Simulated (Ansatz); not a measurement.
## TiB2: energy against strain

TiB2 (AlB2 type, P6/mmm, 8.175 Å³/atom at rest, c along z) under a strain ε along a direction in the basal plane (axis x), the other axes held. LDA in Ansatz, a plane-wave DFT program (PAW, default set), 420 eV, 13×13×10 Γ-centred mesh, Fermi-Dirac smearing 0.05 eV; ions are relaxed within the symmetry of each cell.

Here s stands for strain and y for E less E0.

| strain (%) | E less E0 (meV/atom) |
|---|---|
| -3.00 | ? |
| -1.50 | 4.13 |
| -1.00 | 1.81 |
| -0.50 | 0.45 |
| 0.00 | 0.00 |
| 0.50 | 0.44 |
| 1.00 | 1.76 |
| 1.50 | 3.92 |

Problem. Using a parabola, estimate the missing y at s = -3.00 from the other rows, showing the fit.

Solution. Least squares gives y = -0.002 - 0.0529·s + 1.7895·s². Residuals (row less fit): 0.026, -0.030, -0.022, 0.002, 0.021, 0.025, -0.025; standard error 0.031 (degrees of freedom: 4). Twice the quadratic coefficient over the volume, 2 × 1.7895 meV × 10⁴ × 0.1602 / 8.175 Å³, is the elastic constant C11 = 701 ± 5 GPa. At the withheld row, y = -0.002 - 0.0529 × (-3.0) + 1.7895 × (-3.0)² = 16.262 meV/atom. The calculation gives 17.03 meV/atom, 0.768 meV/atom above the prediction (4.5 % of the range of y in the table). The row lies outside the fitted rows, so this is an extrapolation. From the scatter of the fitted rows alone, a prediction at this place has a standard error of 0.118 meV/atom, so the miss is 6.5 times that.

One order more, fitted to all 13 runs of the series, follows each within 0.01, so the miss is the next term of a smooth law. In a metal these values are sensitive to mesh and smearing; energies are taken to zero smearing, stresses follow the free energy. Rows are the converged runs of the series near zero and its far end; series whose fitted rows scatter by over a few per cent of the range, as at a crossing or softening among them, aren't shown in this form. Most that stay on the fit to the last digits aren't either.
